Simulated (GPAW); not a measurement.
GPAW run on InP (R3m, 2 atoms in the cell): relaxation of the atoms.

Level of theory: LDA (Perdew-Wang 92), GPAW PAW datasets LDA (gpaw-data 1.0.1) (plane waves; GPAW).

The change in words: one atom moved by 0.15 angstrom; convergence.density: default → 1e-05 e/electron; optimizer: default → BFGS; fmax: default → 0.001 eV/Å. Reference geometry:
```xyz
2
Lattice="0.0000 2.9262 2.9262 2.9262 0.0000 2.9262 2.9262 2.9262 0.0000" Properties=species:S:1:pos:R:3 pbc="T T T"
In     0.0000     0.0000     0.0000
P      1.4631     1.4631     1.4631
```

Reference input (self-consistent single point, DFT LDA (Perdew-Wang 92), plane waves, GPAW PAW datasets LDA (gpaw-data 1.0.1)): mode = pw; ecut = 550 eV; xc = LDA; kpts = 6 6 6; mesh shift (steps) = 0 0 0; occupations.name = fermi-dirac; occupations.width = 0.02 eV; nbands = -8; convergence.forces = 0.001 eV/Å; convergence.bands = -6; symmetry.symmorphic = false; symmetry.tolerance = 0.0005. This run's input differs from it in these lines:

```diff
@@ -1,2 +1,3 @@
 from ase import Atoms
+from ase.optimize import BFGS
 from ase.units import GPa
@@ -8,3 +9,3 @@
                     [2.926195, 2.926195, 0.000000]],
-              scaled_positions=[[0.000000, 0.000000, 0.000000],
+              scaled_positions=[[0.014798, 0.014798, 0.014798],
                                 [0.250000, 0.250000, 0.250000]],
@@ -17,3 +18,3 @@
             nbands=-8,
-            convergence={'forces': 0.001, 'bands': -6},
+            convergence={'forces': 0.001, 'density': 1e-05, 'bands': -6},
             symmetry={'symmorphic': False, 'tolerance': 0.0005},
@@ -22,2 +23,8 @@
 atoms.calc = calc
+
+opt = BFGS(atoms, logfile='-')
+converged = opt.run(fmax=0.001, steps=40)
+print('Relaxation converged:', converged)
+print('Cell:', atoms.cell.cellpar().round(4))
+print(atoms.get_scaled_positions().round(5))
```

Output (repeated stretches shortened):

```
     iter     time        total  log10-change:
                         energy   eigst   dens  force
iter:   1 --:--:--   -10.173039   +0.64
iter:   2 --:--:--   -10.099594   -0.91  -1.12
iter:   3 --:--:--    -9.804873   -1.52  -1.16
iter:   4 --:--:--    -9.800088   -2.94  -1.54
iter:   5 --:--:--    -9.789704   -2.91  -1.64
iter:   6 --:--:--    -9.787827   -3.90  -2.49
iter:   7 --:--:--    -9.787705c  -5.07  -2.61
iter:   8 --:--:--    -9.787641c  -4.25  -2.65
iter:   9 --:--:--    -9.787518c  -5.81  -3.23
iter:  10 --:--:--    -9.787472c  -6.09  -3.44
iter:  11 --:--:--    -9.787449c  -5.64  -3.49
iter:  12 --:--:--    -9.787442c  -6.18  -3.63
iter:  13 --:--:--    -9.787442c  -7.47c -4.21
iter:  14 --:--:--    -9.787442c  -7.54c -4.22
iter:  15 --:--:--    -9.787443c  -7.33  -4.36
iter:  16 --:--:--    -9.787443c  -8.01c -4.41
iter:  17 --:--:--    -9.787442c  -7.68c -4.33
iter:  18 --:--:--    -9.787442c  -7.89c -4.52
iter:  19 --:--:--    -9.787442c  -9.74c -4.71
iter:  20 --:--:--    -9.787442c  -7.76c -4.77
iter:  21 --:--:--    -9.787442c  -9.34c -5.14c
iter:  22 --:--:--    -9.787442c  -9.21c -5.21c -3.59c
Converged after 22 iterations.

Dipole moment: (-4.815977, -4.815977, -4.815977) |e|*Ang

Energy contributions relative to reference atoms: (reference = -169106.896229)

Kinetic:        +20.124475
Potential:      -18.412283
External:        +0.000000
XC:             -11.606384
Entropy (-ST):   -0.000001
Local:           +0.106752
SIC:             +0.000000
--------------------------
Free energy:     -9.787442
Extrapolated:    -9.787442

Showing only first 2 kpts
 Kpt  Band  Eigenvalues  Occupancy
  0     7      4.88774    1.99975
  0     8      4.88774    1.99975
  0     9      5.23392    0.00049
  0    10      8.54879    0.00000

  1     7      2.89576    2.00000
  1     8      4.15581    2.00000
  1     9      7.22713    0.00000
  1    10      8.87914    0.00000

Fermi level: 5.06776

Gap: 0.346 eV
Transition (v -> c):
   [... lines left out ...]
Atomic positions and initial magnetic moments
Free energy:     -9.844025
Fermi level: 5.04295
Gap: 0.388 eV
Atomic positions and initial magnetic moments
Free energy:     -9.892394
Fermi level: 4.99564
Gap: 0.475 eV
Atomic positions and initial magnetic moments
Free energy:     -9.894369
   [... lines left out ...]

BFGS:    5 --:--:--       -9.894423        0.000536
Relaxation converged: True
Cell: [ 4.1383  4.1383  4.1383 60.     60.     60.    ]
[[0.0074 0.0074 0.0074]
 [0.2574 0.2574 0.2574]]
Energy (eV): -9.894423
Stress tensor:
     0.008209    -0.000004    -0.000004
    -0.000004     0.008209    -0.000004
    -0.000004    -0.000004     0.008209
Stress (GPa, Voigt): [ 1.3152e+00  1.3152e+00  1.3152e+00 -6.0000e-04 -6.0000e-04 -6.0000e-04]
```

The run converged. GPAW prints stress with tension positive. 

Summary of the result:
```
Item                                                          Value
-------------------------------------------------------  ----------
Free energy E − TS (from the program's reference atoms)  -9.8944 eV
Top of the valence band (on the code's own zero)            4.73 eV
Gap on the k-point mesh                                     0.50 eV
Pressure                                                  -1.32 GPa
Relaxation steps                                                  5
```

The starting cell has typed, rounded lattice constants, without a prior relaxation at this level. Its lattice was rescaled by up to half a per cent. For this run, on top of that: one atom moved by 0.15 angstrom. The relaxation keeps the symmetry of its start, so its end need not be a minimum.

Cost on one core of a shared machine: roughly 90 s.
